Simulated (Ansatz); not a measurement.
MgS under a change: pressure −1 GPa

Consider MgS in the rock salt structure (space group Fm-3m, No. 225; a = 5.1551 Å).

Now apply this change: hydrostatic tension (pressure −1 GPa).

All numbers come from Kohn–Sham DFT with the PBE-D3(BJ) functional, run in Ansatz (a program for electronic structure) with PAW and 420 eV plane waves, spin-orbit coupling left out. k-mesh 11×11×11 (Γ-centred); smearing 0.05 eV (Fermi–Dirac).

```json
[
 {"quantity": "density", "base": "2.73 g/cm³", "changed": "2.70 g/cm³", "shift": "-0.03 g/cm³"},
 {"quantity": "lattice parameter a", "base": "515.5 pm", "changed": "517.7 pm", "shift": "+2.2 pm"},
 {"quantity": "shortest interatomic distance", "base": "257.8 pm", "changed": "258.8 pm", "shift": "+1.09 pm"},
 {"quantity": "enthalpy H = E + PV relative to the base's energy", "base": "–", "changed": "-0.11 eV/atom", "shift": "–"},
 {"quantity": "band gap", "base": "2.85 eV", "changed": "2.82 eV", "shift": "-0.03 eV"},
 {"quantity": "gap character", "base": "indirect, Γ → X", "changed": "indirect, Γ → X", "shift": "–"},
 {"quantity": "smallest direct gap", "base": "3.95 eV", "changed": "3.84 eV", "shift": "-0.102 eV"},
 {"quantity": "width of the top valence band", "base": "2.43 eV", "changed": "2.40 eV", "shift": "-0.036 eV"},
 {"quantity": "electron mass", "base": "0.53 mₑ along k, 0.29 mₑ across (at X)", "changed": "0.53 mₑ along k, 0.29 mₑ across (at X)", "shift": "–"},
 {"quantity": "hole mass (degenerate bands, along [100])", "base": "0.26, 0.92, 0.92 mₑ (at Γ)", "changed": "0.25, 0.94, 0.94 mₑ (at Γ)", "shift": "–"},
 {"quantity": "valley order (the lowest conduction-band minima on the path, energy above the VBM, named in the base's zone)", "base": "X along ⟨100⟩ 2.85 eV; Γ 3.95 eV", "changed": "X along ⟨100⟩ 2.82 eV; Γ 3.84 eV", "shift": "–"}
]
```

Load acts through the strain it causes; cell and atoms are relaxed under it. Masses are band curvatures over ±0.01 Å⁻¹ around the edge. Along k means along the line from Γ to the band edge. No phonon test of stability was made. The base started in Pnma and relaxed to Fm-3m at this level.
